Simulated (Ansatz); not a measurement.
Functionals compared on the (11-23) surface of hcp Mg in its 1x1 cell, outermost plane spacing 0.59 Å in the ideal cut, in Ansatz (plane waves, PAW). The structure was relaxed with PBE; the other rows are single points on it, each with its references at the same level. Cutoff 420 eV (500 eV for r2SCAN).

Set-up: 18 atoms, 10.0 Å thick at the start (thin: gaps and levels are the slab's own); mesh 7x6x1; 0.1 eV smearing; dipole correction on; all atoms relaxed; start symmetry kept, larger cells not searched; no spin, no spin-orbit, no U. These notes are the PBE run's.

```tsv
functional	surface energy (J/m²)	work function of the top face (eV)	rough cost of the single point
PBE	0.76	3.51	–
LDA	0.84	3.64	roughly 90 core-seconds
PBEsol	0.84	3.54	very roughly 90 core-seconds
RPBE	0.71	3.44	about 90 core-seconds (a rough figure)
r2SCAN	?	?	very roughly 2.6 core-minutes
```

**Question.** Some entries are withheld; supply them.

**Answer.** 
- r2SCAN, surface energy (J/m²): 0.86
- r2SCAN, work function of the top face (eV): 3.55

Ansatz is a quantum-chemistry and plane-wave program.
